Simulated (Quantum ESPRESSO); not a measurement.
A working Quantum ESPRESSO input for LaPt3 (Pm-3m, 4 atoms in the cell) (DFT, PBEsol, plane waves, GBRV 1.5 ultrasoft (PBESOL) pseudopotentials):

```fortran
&control
   calculation = 'scf',
   outdir = './work',
   pseudo_dir = './',
   tprnfor = .true.,
   tstress = .true.,
/
&system
   ibrav = 1,
   celldm(1) = 7.9641184714,
   nat = 4,
   ntyp = 2,
   ecutwfc = 40,
   ecutrho = 320,
   occupations = 'smearing',
   smearing = 'methfessel-paxton',
   degauss = 0.0073499,
/
&electrons
   conv_thr = 1.0d-10,
/
ATOMIC_SPECIES
La   138.9055  la_pbesol_v1.uspp.F.UPF
Pt   195.0840  pt_pbesol_v1.4.uspp.F.UPF
ATOMIC_POSITIONS crystal
La    0.0000000000    0.0000000000    0.0000000000
Pt    0.0000000000    0.5000000000    0.5000000000
Pt    0.5000000000    0.0000000000    0.5000000000
Pt    0.5000000000    0.5000000000    0.0000000000
K_POINTS automatic
8 8 8  0 0 0
```

The run converged in 20 iterations: free energy E − TS -9987.6356 eV; Fermi level (on the code's own zero) 18.35 eV; pressure -5.76 GPa. Each of these slips is then made, one at a time:

(1)
```diff
-   celldm(1) = 7.9641184714,
+   celldm(1) = 4.2144294086,
```

(2)
```diff
-La   138.9055  la_pbesol_v1.uspp.F.UPF
-Pt   195.0840  pt_pbesol_v1.4.uspp.F.UPF
+La   138.9055  pt_pbesol_v1.4.uspp.F.UPF
+Pt   195.0840  la_pbesol_v1.uspp.F.UPF
-La    0.0000000000    0.0000000000    0.0000000000
-Pt    0.0000000000    0.5000000000    0.5000000000
-Pt    0.5000000000    0.0000000000    0.5000000000
-Pt    0.5000000000    0.5000000000    0.0000000000
+La  0.0000000000    0.0000000000    0.0000000000
+Pt  0.0000000000    0.5000000000    0.5000000000
+Pt  0.5000000000    0.0000000000    0.5000000000
+Pt  0.5000000000    0.5000000000    0.0000000000
```

Problem. What happens in each case?

Solution. 
(1) Cell lengths in the wrong unit (bohr against Å). The run converged in 16 iterations without an error; against the sound input the free energy goes up by 216 eV/atom and the pressure goes from -5.76 to 24890 GPa. The full log also holds: “c_bands:  1 eigenvalues not converged”.

(2) Potential files assigned to the wrong elements. The run converged in 16 iterations without an error; against the sound input the pressure goes from -5.76 to 44.98 GPa. The full log also holds: “c_bands:  1 eigenvalues not converged”.

The starting cell comes from a database of computed structures (which also holds hypothetical and non-ambient phases and stackings), without a prior relaxation at this level. Spin-orbit coupling is off. Spin polarisation is off. In the base run, with a pressure of about -6 GPa the cell is away from its equilibrium volume at this level.

Left out of this page: 3 runs of the series outside the window shown, repeating another row's setting, or not comparable.
